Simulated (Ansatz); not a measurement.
Results of r²SCAN in Ansatz (plane waves, PAW) for SnSe (model structure, started from the GeS type, Pnma, No. 62, 8 atoms in the cell).

Run with plane-wave cutoff 560 eV, 4×8×8 k mesh (along the axes of the cell as run), Fermi–Dirac smearing 0.01 eV, scalar-relativistic PAW data made under PBE.

Cell (relaxed at this level):

SnSe has the orthorhombic space group Pnma (No. 62), Pearson symbol oP8. Cell: a = 11.6733 Å, b = 4.1228 Å, c = 4.7017 Å, α = 90.00°, β = 90.00°, γ = 90.00°. Sn on 4c has 3 Se at 2.762–2.769 Å (trigonal pyramidal). Se on 4c sees 3 Sn at 2.762–2.769 Å (trigonal pyramidal). (Neighbours: up to the widest gap in distance over summed covalent radii, below 1.35, at either atom; cation-cation and far metal-metal contacts left out.)

### Question
What does this level give for the band gap, smallest direct gap on the k points sampled and direct gap at Γ?

### Answer

* **band gap**: 1.03 eV
* **smallest direct gap on the k points sampled**: 1.42 eV
* **direct gap at Γ**: 1.49 eV

Spin–orbit coupling is not included.

Computed values are for the static lattice.

A model structure was made by putting elements into a prototype or built by hand; here it ended with the formula and space group of a phase in our tables.

Ansatz is an electronic-structure program.
